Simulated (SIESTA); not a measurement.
A self-consistent single point of F₂ (C2/c, 4 atoms in the cell) with SIESTA.

Method: LDA PW92, numerical atomic orbitals DZP, PseudoDojo LDA standard norm-conserving potentials (rewritten from UPF to PSML) in SIESTA 5.4.2.

```
F2
1.0
    2.55632    -1.58403     0.00000
    2.55632     1.58403     0.00000
   -0.56211     0.00000     6.59771
F
4
Direct
  0.59583   0.91533   0.59796
  0.40417   0.08467   0.40204
  0.08467   0.40417   0.90204
  0.91533   0.59583   0.09796
```

Reference input (self-consistent single point, DFT, GGA PBEsol, numerical atomic orbitals DZP, PseudoDojo PBEsol standard norm-conserving potentials (rewritten from UPF to PSML)): XC.functional = GGA; XC.authors = PBEsol; potentials = PseudoDojo PBEsol standard; PAO.BasisSize = DZP; PAO.EnergyShift = 0.005 Ry; MeshCutoff = 350 Ry; kgrid.MonkhorstPack = 10 10 4; OccupationFunction = FD; ElectronicTemperature = 10 K; MaxSCFIterations = 150; SCF.Mixer.Method = Pulay; SCF.Mixer.Weight = 0.1. This run's input differs from it in these lines:

```diff
@@ -1,2 +1,2 @@
-# files in the folder: F.psml (PseudoDojo PBEsol standard)
+# files in the folder: F.psml (PseudoDojo LDA standard)
 SystemName  F2
@@ -23,4 +23,4 @@
 
-XC.functional                GGA
-XC.authors                   PBEsol
+XC.functional                LDA
+XC.authors                   PW92
 PAO.BasisSize                DZP
```

Output, abridged:

```
        iscf     Eharris(eV)        E_KS(eV)     FreeEng(eV)     dDmax    Ef(eV) dHmax(eV)
   scf:    1    -2655.662082    -2662.750840    -2662.750840  0.684483 -6.697415  2.995305
   scf:    2    -2663.197955    -2662.979712    -2662.979712  0.027651 -6.930208  2.498112
   scf:    3    -2663.695157    -2663.446767    -2663.446767  0.117291 -8.042289  0.311608
   scf:    4    -2663.484865    -2663.466563    -2663.466563  0.020096 -8.101699  0.089172
   scf:    5    -2663.470210    -2663.468538    -2663.468538  0.008322 -8.128839  0.027690
   scf:    6    -2663.468776    -2663.468721    -2663.468721  0.003783 -8.134472  0.009335
   scf:    7    -2663.468738    -2663.468731    -2663.468731  0.000728 -8.133881  0.004553
   scf:    8    -2663.468738    -2663.468736    -2663.468736  0.000462 -8.133657  0.000874
   scf:    9    -2663.468736    -2663.468736    -2663.468736  0.000034 -8.133776  0.000202
SCF Convergence by DM+H criterion
max |DM_out - DM_in|         :     0.0000341037
max |H_out - H_in|      (eV) :     0.0002023163
SCF cycle converged after 9 iterations

Using DM_out to compute the final energy and forces

siesta: E_KS(eV) =            -2663.4687

siesta: E_KS - E_eggbox =     -2663.4687

siesta: Atomic forces (eV/Ang):
     1   -0.005887   -0.037789    0.083591
     2    0.005887    0.037789   -0.083590
     3    0.005887   -0.037789   -0.083591
     4   -0.005887    0.037789    0.083591
   Tot    0.000000    0.000000    0.000000
   Max    0.083591
   Res    0.053072    sqrt( Sum f_i^2 / 3N )
   Max    0.083591    constrained

Stress tensor Voigt[x,y,z,yz,xz,xy] (kbar):       63.96       63.43       65.73       -0.00       -0.64        0.00
(Free)E + p*V (eV/cell)    -2665.6155
   [... lines left out ...]
siesta: FreeEng =     -2663.468736
   [... lines left out ...]
siesta:     0.039923   -0.000000   -0.000401
siesta:     0.000000    0.039588   -0.000000
siesta:    -0.000401   -0.000000    0.041024

siesta: Cell volume =         53.431865 Ang**3

siesta: Pressure (static):
siesta:                Solid            Molecule  Units
siesta:          -0.00043760         -0.00040738  Ry/Bohr**3
siesta:          -0.04017842         -0.03740427  eV/Ang**3
siesta:         -64.37291781        -59.92824239  kBar
```

The run converged in 9 iterations. Against the reference run the pressure goes from -2.20 to -6.44 GPa, the largest force goes from 0.310 to 0.092 eV/Å and the gap on the mesh goes from 2.439 to 2.323 eV.

The starting cell comes from a database of computed structures (which also holds hypothetical and non-ambient phases and stackings), without a prior relaxation at this level. Values carry the incompleteness of an atom-centred basis. With a pressure of about -6 GPa the cell is away from its equilibrium volume at this level.
